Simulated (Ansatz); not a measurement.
InP under load (space group F-43m), r2SCAN with spin-orbit coupling, rigid bands (Ansatz, a quantum-chemistry and plane-wave program). Condition of this run: hydrostatic pressure of 1 GPa (compression positive) (the target of the relaxation). Band gap 1.17 eV, N_c = 6.82e17 cm⁻³ and N_v = 2.38e19 cm⁻³ at 300 K, conductivity masses of 0.0945 mₑ (electrons) and 0.549 mₑ (holes). Take k_BT = 0.02585 eV.

**Question.** A film of it is 5 nm thick. Estimate the confinement energies in an infinite well.

**Answer.** ħ²π²/(2m t²) = 0.376 eV·nm²/(m/mₑ × t²) gives 159 meV for electrons and 27.4 meV for holes, so the gap would widen to about 1.36 eV. Finite barriers and nonparabolic bands lower this, and with several valleys or bands the heaviest mass along the normal sets the lowest level, not this average.

**Question.** What thermal injection velocity √(2k_BT/πm) limits a ballistic channel?

**Answer.** 1.75e7 cm/s for electrons and 7.26e6 cm/s for holes, a ratio of √(m_h/m_e) = 2.41, for dilute carriers.

**Question.** Find the intrinsic carrier density and the intrinsic Fermi level.

**Answer.** n_i = √(N_c N_v) exp(−E_g/2k_BT) = 4.03e18 × exp(−22.63) = 6.0e8 cm⁻³. The level lies (k_BT/2) ln(N_v/N_c) = 46 meV from mid-gap (positive towards the conduction band). Each 0.1 eV added to the gap lowers n_i by a factor of 6.9.

Rigid bands with the computed gap; masses take one relaxation time for all states. Geometry: cell and atoms relaxed with PBEsol.
